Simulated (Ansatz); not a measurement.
Consider the following.

```xyz
2
Lattice="0.0545 2.7257 2.7257 2.7257 0.0545 2.7257 2.7802 2.7802 0.0000" Properties=species:S:1:pos:R:3 pbc="T T T"
Ga     0.0000     0.0000     0.0145
P      1.3901     1.3901     1.3483
```

No spin polarisation.

Method: Ansatz (a program for electronic structure), r2SCAN, PAW, cutoff 500 eV, spin-orbit coupling left out. Γ-centred 10×10×10 mesh, Fermi–Dirac width 0.05 eV.

Predict the gap character and stress.


- Gap character: indirect, Γ → X
- Stress (xx, yy, zz, yz, xz, xy; compression positive): (0.10, 0.10, -0.01, 0.00, 0.00, -2.93) GPa

The cells carry an imposed strain or load. Stability against distortions was not tested. The cell was made from GaP in the zinc blende structure (space group F-43m, No. 216) by this change: tensor shear ε_xy = +2.00 %.
